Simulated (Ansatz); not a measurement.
The reference is AgI in the zinc blende structure (space group F-43m, No. 216; a = 6.4498 Å).

The values are results of Ansatz (an electronic-structure program), PBEsol, PAW, cutoff 420 eV, scalar-relativistic without spin-orbit coupling, not measurements.

Before the change:

```
Property                            Value
----------------------------  -----------
Gap between the host's bands      1.20 eV
Gap character                 direct at Γ
```

Perturbation: 0.0335 electrons added to each cell, a density of 5.0×10^20 cm⁻³, with a uniform compensating background at fixed cell and a 300 K Fermi–Dirac width.

### Question
Predict the new Fermi level from band edge, gap between the host's bands and gap character.

### Answer
The Fermi level relative to the doped band's edge (positive inside the band; to 0.05 eV) is +0.85 eV; the gap between the host's bands drops by 0.02 eV (1.20 eV → 1.18 eV); the gap character remains direct at Γ.

Charged cell with a jellium background: band edges are those of the host's band count, energies are not comparable with the neutral cell, and many-body gap narrowing is missing. Spin-orbit coupling, missing from the scalar runs, can matter with I. Stability against distortions was not tested.
